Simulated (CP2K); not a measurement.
Band structure of HfPd (Pm-3m, 2 atoms in the cell).

```yaml
crystal:
  lattice:
    - [3.30558, 0.00000, 0.00000]
    - [0.00000, 3.30558, 0.00000]
    - [0.00000, 0.00000, 3.30558]
  atoms:
    - { symbol: Hf, position: [0.00000, 0.00000, 0.00000] }
    - { symbol: Pd, position: [0.50000, 0.50000, 0.50000] }
```

Computed with PBEsol, GPW, DZVP-MOLOPT-SR-GTH basis, GTH-PBE potentials (GTH_POTENTIALS) in CP2K.

Settings: CUTOFF = 500 Ry; REL_CUTOFF = 50 Ry; SMEAR/METHOD = GAUSSIAN; SIGMA = 0.2 eV; KPOINTS/SCHEME = MONKHORST-PACK 10 10 10; GAMMA_CENTERED = T; XC_FUNCTIONAL = PBE:PBESOL; Hf/BASIS_SET = DZVP-MOLOPT-SR-GTH-q12; Hf/POTENTIAL = GTH-PBE-q12; Pd/BASIS_SET = DZVP-MOLOPT-SR-GTH-q18; Pd/POTENTIAL = GTH-PBE-q18; METHOD = GPW; EPS_DEFAULT = 1e-11; EXTRAPOLATION = USE_GUESS.

The starting cell comes from a database of computed structures (which also holds hypothetical and non-ambient phases and stackings), without a prior relaxation at this level. Spin-orbit coupling is off. Spin polarisation is off. Values carry the incompleteness of an atom-centred basis. The potentials were made for another functional than the one used.

Levels in eV from the Fermi level, bands 12 to 17:
```json
[
 {"point": "Γ", "12": "-3.37", "13": "-3.37", "14": "-3.37", "15": "0.71", "16": "0.71", "17": "4.45"},
 {"point": "X", "12": "-3.54", "13": "-3.54", "14": "-3.02", "15": "-1.08", "16": "-0.86", "17": "1.04"},
 {"point": "M", "12": "-4.28", "13": "-2.32", "14": "-1.22", "15": "0.33", "16": "0.33", "17": "1.27"},
 {"point": "R", "12": "-2.29", "13": "-2.29", "14": "-2.29", "15": "-2.28", "16": "-2.28", "17": "5.43"}
]
```

Bands cross the Fermi level along this path, so the cell is metallic at this level.

Higher empty bands are left out: an atom-centred basis made for the valence describes them poorly.
